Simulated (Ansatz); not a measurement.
Consider a periodic stack without vacuum, rock-salt MgO (1 1 0) on zinc-blende InAs (1 1 0) (film strained to the substrate, faces as cut): substrate slab As6In6, film Mg16O16, surface cells [[0, -1], [1, -1]] and [[1, 0], [1, 2]], film strained by +2.8 and +2.8 %, faces AsIn/AsIn and MgO/MgO as cut (like faces can put a slab off its formula). Its start:

```xyz
44
Lattice="4.3739 0.0000 0.0325 4.3739 6.1857 -0.0543 -0.5321 0.1332 25.6219" Properties=species:S:1:pos:R:3 pbc="T T T"
As     2.9686     0.6989     1.1241
As     5.3181     4.1130     3.0280
As     3.1027     1.3075     5.4638
As     5.1531     4.5573     7.4785
As     2.8323     1.5506     9.8914
As     4.7579     4.6973    11.8458
In     7.5176     5.6766     3.4472
In     5.1459     2.2463     1.1096
In     7.3362     6.1189     7.7114
In     5.2997     2.8538     5.3594
In     6.9306     6.1873    12.0031
In     5.0402     3.1218     9.7082
Mg     6.8920     5.0857    15.5825
Mg     2.5179     2.0463    15.5748
Mg     0.3448     0.4247    14.2723
Mg     4.7164     3.5535    14.2109
Mg     2.4908     2.0632    18.5945
Mg     6.8646     5.1611    18.5893
Mg     4.6907     3.5892    17.1389
Mg     0.3162     0.4979    17.1577
Mg     6.8402     5.2224    21.5596
Mg     2.4659     2.1341    21.5412
Mg     0.2908     0.5552    20.1136
Mg     4.6646     3.6449    20.1011
Mg     2.4484     2.1973    24.3919
Mg     6.8182     5.3429    24.5368
Mg     4.6419     3.7807    23.1150
Mg     0.2678     0.6086    23.1241
O      2.5326     0.4593    14.2261
O      2.5292     3.5523    14.2765
O      4.7044     5.1239    15.6205
O      4.7050     2.0034    15.6340
O      2.5035     3.5875    17.1479
O      2.5036     0.4985    17.1371
O      4.6775     2.0662    18.6155
O      4.6776     5.1610    18.5714
O      2.4778     0.5518    20.1003
O      2.4776     3.6451    20.0721
O      4.6535     5.2190    21.5006
O      4.6528     2.1282    21.5824
O      2.4551     3.7246    23.0440
O      2.4550     0.6443    23.0639
O      4.6338     2.2478    24.4758
O      4.6312     5.3035    24.4076
```

The start was prepared with a machine-learned potential, and the result is one local minimum, with the in-plane cell held and forces under 0.04 eV/Å; the film can end far from its bulk form.

Method: PBE (plane waves to 420 eV, PAW; Ansatz, an electronic-structure program). Scalar-relativistic, without spin–orbit coupling; the runs are not spin-polarised; PBE gaps are too small against experiment. Its k-point mesh 7×4×1, Fermi–Dirac width 0.05 eV.

Task: Predict the relaxed interface.

Result: The interface area is 27.1 Å², the period is 25.64 Å and the gaps between the outermost planes at the two interfaces is 2.19 and 2.19 Å. The As–Mg contacts across the interfaces within 1.22 times the sum of covalent radii is 4, mean 2.77 Å and the In–Mg contacts across the interfaces within 1.22 times the sum of covalent radii is 4, mean 3.24 Å. The In–O contacts across the interfaces within 1.22 times the sum of covalent radii comes out as 2, mean 2.23 Å.
